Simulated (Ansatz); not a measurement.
Consider Al$_{2}$Cu (space group I4/mcm, No. 140; a = 6.006 Å, c = 4.790 Å).

The values are results of r2SCAN in Ansatz (plane waves to 500 eV, PAW, without spin-orbit coupling), not measurements.

Before the change:

- Lattice parameter a: 6.006 Å
- c/a ratio: 0.798

Now apply this change: cell and atoms relaxed at a pressure of 0.7 GPa.

Question: What does the calculation give for the lattice parameter a after the change?

Answer: The lattice parameter a drops by 0.012 Å (6.006 Å → 5.994 Å).

Question: What does the calculation give for the c/a ratio after the change?

Answer: The c/a ratio is nearly the same (0.798 against 0.797).

Load acts through the strain it causes; cell and atoms are relaxed under it. Stability against distortions was not tested. The final runs are not spin-polarised.

Ansatz is an electronic-structure program.
